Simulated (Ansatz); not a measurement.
TiS in the CsCl type structure (space group Pm-3m, No. 221; a hypothetical phase, not in the database extracts checked)

Space group Pm-3m (No. 221); a = 3.0103 Å, b = 3.0103 Å, c = 3.0103 Å, α = 90.00°, β = 90.00°, γ = 90.00°

| atom | site | symmetry | x | y | z |
|---|---|---|---|---|---|
| Ti | 1a | m-3m | 0.0000 | 0.0000 | 0.0000 |
| S | 1b | m-3m | 0.5000 | 0.5000 | 0.5000 |

Calculations: PBEsol/PAW in Ansatz (an electronic-structure program), no spin-orbit coupling. Γ-centred 15×15×15 mesh, Fermi–Dirac width 0.05 eV.

```json
{
  "volume_per_atom": "13.64 Å³",
  "density": "4.87 g/cm³",
  "band_gap": "zero",
  "total_energy": "-1680.664 eV/atom (σ→0; compares only within this code and set-up)"
}
```

No phonon test of stability was made. The final runs are not spin-polarised.
